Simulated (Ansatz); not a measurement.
# CdI₂ in the CdI2 type structure (space group P-3m1, No. 164; layered, stacked along the Cartesian z axis)

```cif
data_CdI2
_chemical_formula_sum 'Cd1 I2'
_space_group_name_H-M_alt 'P-3m1'
_space_group_IT_number 164
_space_group_name_Hall '-P 3 2"'
_cell_length_a 4.24228
_cell_length_b 4.24228
_cell_length_c 6.82527
_cell_angle_alpha 90.000
_cell_angle_beta 90.000
_cell_angle_gamma 120.000
loop_
_atom_site_label
_atom_site_type_symbol
_atom_site_symmetry_multiplicity
_atom_site_Wyckoff_symbol
_atom_site_fract_x
_atom_site_fract_y
_atom_site_fract_z
_atom_site_occupancy
Cd1 Cd 1 a 0.00000 0.00000 0.00000 1
I1 I 2 d 0.33333 0.66667 0.25350 1
```

All numbers come from PBE-D3(BJ)/PAW in Ansatz (a program for electronic structure), no SOC, earlier PAW set. Settings: 9×9×5 k-points, 0.05 eV Fermi–Dirac smearing.

The volume per atom is 35.46 Å³ and the density is 5.72 g/cm³. The band gap is 2.30 eV, indirect, k = (0, 0.111, -0.200) in the run's primitive reciprocal basis → k = (0, 0.444, 0.400) in the run's primitive reciprocal basis. The total energy is -7761.091 eV/atom (σ→0; compares only within this code and set-up).

With I present, leaving out spin-orbit coupling can change the band edges. Stability against distortions was not tested.
